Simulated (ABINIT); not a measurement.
Worked example: band-structure calculation of Sn₃Bi (Fm-3m, 4 atoms in the cell) in ABINIT.

Computed with PBEsol, norm-conserving pseudopotentials (PseudoDojo nc-sr-04 PBEsol standard) (plane waves; ABINIT).

This input was run:

```
# Sn3Bi, PseudoDojo nc-sr-04 PBEsol standard
pp_dirpath "./"
pseudos "Sn.upf, Bi.upf"
acell 3*1.0 Angstrom
rprim
        -0.0000000000    3.9383120000    3.9383120000
         3.9383120000    0.0000000000    3.9383120000
         3.9383120000    3.9383120000    0.0000000000
natom 4
ntypat 2
znucl 50 83
typat 1 1 1 2
xred
         0.0000000000    0.0000000000    0.0000000000
         0.2500000000    0.2500000000    0.2500000000
         0.7500000000    0.7500000000    0.7500000000
         0.5000000000    0.5000000000    0.5000000000
ecut 36 Ha
ixc -116133
occopt 3
tsmear 0.00367493
nband 35
kptopt 1
ngkpt 4 4 4
nshiftk 1
shiftk 0 0 0
nstep 80
tolvrs1 1.0e-12
ndtset 2
prtden1 1
getden2 1
iscf2 -2
kptopt2 -9
ndivsm2 4
kptbounds2
       0.00000000  0.00000000  0.00000000  # G
       0.50000000  0.00000000  0.50000000  # X
       0.50000000  0.25000000  0.75000000  # W
       0.37500000  0.37500000  0.75000000  # K
       0.00000000  0.00000000  0.00000000  # G
       0.50000000  0.50000000  0.50000000  # L
       0.62500000  0.25000000  0.62500000  # U
       0.50000000  0.25000000  0.75000000  # W
       0.50000000  0.50000000  0.50000000  # L
       0.37500000  0.37500000  0.75000000  # K
nband2 39
nbdbuf2 2
tolwfr2 1.0e-12
prtwf 0
enunit 2
```

The program printed (abridged):

```
--- !BeginCycle
solver: {iscf: 7, nstep: 80, nline: 4, wfoptalg: 0, }
tolerances: {tolvrs: 1.00E-12, }
...

     iter   Etot(hartree)      deltaE(h)  residm     vres2
 ETOT  1  -315.97121097119    -3.160E+02 6.710E-01 3.683E+01
 ETOT  2  -317.63317836929    -1.662E+00 1.888E-02 5.142E+01
 ETOT  3  -317.63750408368    -4.326E-03 6.543E-03 6.612E+00
 ETOT  4  -317.63809876193    -5.947E-04 6.438E-04 1.175E-01
 ETOT  5  -317.63810747844    -8.717E-06 6.477E-04 1.306E-03
   [... 2 lines left out ...]
 ETOT  8  -317.63810758159    -2.983E-10 5.103E-05 4.309E-08
 ETOT  9  -317.63810758158     6.764E-12 3.038E-04 6.099E-11
 ETOT 10  -317.63810758160    -1.313E-11 2.351E-05 1.512E-12
 ETOT 11  -317.63810758158     1.938E-11 1.387E-04 1.727E-13
 At SCF step   11       vres2   =  1.73E-13 < tolvrs=  1.00E-12 =>converged.

 Cartesian components of stress tensor (hartree/bohr^3)
  sigma(1 1)=  1.94835922E-04  sigma(3 2)=  0.00000000E+00
  sigma(2 2)=  1.94835922E-04  sigma(3 1)=  0.00000000E+00
  sigma(3 3)=  1.94835922E-04  sigma(2 1)=  0.00000000E+00

 ----iterations are completed or convergence reached----

   [... lines left out ...]
 Fermi (or HOMO) energy (hartree) =   0.12010   Average Vxc (hartree)=  -0.38086
 Fermi (or HOMO) energy (eV) =   3.26800   Average Vxc (eV)= -10.36363
total_energy        : -3.17638107581578E+02
-Cartesian components of stress tensor (GPa)         [Pressure= -5.7323E+00 GPa]
 Unit cell volume ucvol=  8.2443602E+02 bohr^3
   [... lines left out ...]
   [... 9 lines left out ...]
 Non-SCF case, kpt   70 (  0.37500  0.37500  0.75000), residuals and eigenvalues=
  1.61E-13  6.95E-13  5.43E-13  4.10E-13  4.03E-13  5.75E-13  3.66E-13  2.01E-13
  7.39E-13  3.75E-13  3.26E-13  4.13E-13  7.33E-13  3.26E-13  4.55E-13  4.13E-13
  5.75E-13  4.16E-13  3.08E-13  3.08E-13  3.96E-13  4.87E-13  3.62E-13  5.88E-13
   [... 9 lines left out ...]

 scprqt:  WARNING -
  nstep=   80 was not enough non-SCF iterations to converge;
  maximum residual=  1.212E-11 exceeds tolwfr=  1.000E-12

 ----iterations are completed or convergence reached----

 reduced coordinates (array xred) for    4 atoms
       0.000000000000      0.000000000000      0.000000000000
       0.250000000000      0.250000000000      0.250000000000
       0.750000000000      0.750000000000      0.750000000000
       0.500000000000      0.500000000000      0.500000000000

 Calculation completed.
```

The run ended unconverged in one of its stages. 

The starting cell comes from a database of computed structures (which also holds hypothetical and non-ambient phases and stackings), without a prior relaxation at this level. Its lattice was rescaled by a random factor within 2.5 % of one.
